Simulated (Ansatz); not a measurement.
The parent structure is InAs in the zinc blende structure (space group F-43m, No. 216; a = 6.1863 Å). Axes: x, y, z lie along the cube axes.

Computed with PBE/PAW in Ansatz (a program for electronic structure), no SOC.

Perturbation: an isotropic linear strain of −1.49 %, atoms relaxed at fixed cell.

Q: Predict the stress tensor and what it implies for the stiffness.

A: Stress of the strained cell less that of the base (GPa, compression positive):
```
    2.4     0.0     0.0
    0.0     2.4     0.0
    0.0     0.0     2.4
```

Then B = −ΔP/(ΔV/V₀) with ΔV/V₀ = -0.0440 gives secant stiffness values (nonlinear terms included at this strain): B ≈ 55 GPa.

As a check, the harmonic strain energy −½ V₀ Δσ:ε is 10 meV/atom; the computed energy rise is 9.6 meV/atom.

The mesh was chosen for an insulator and is coarse for the gapless case. Whether these cells are dynamically stable was not tested. The final runs are not spin-polarised.
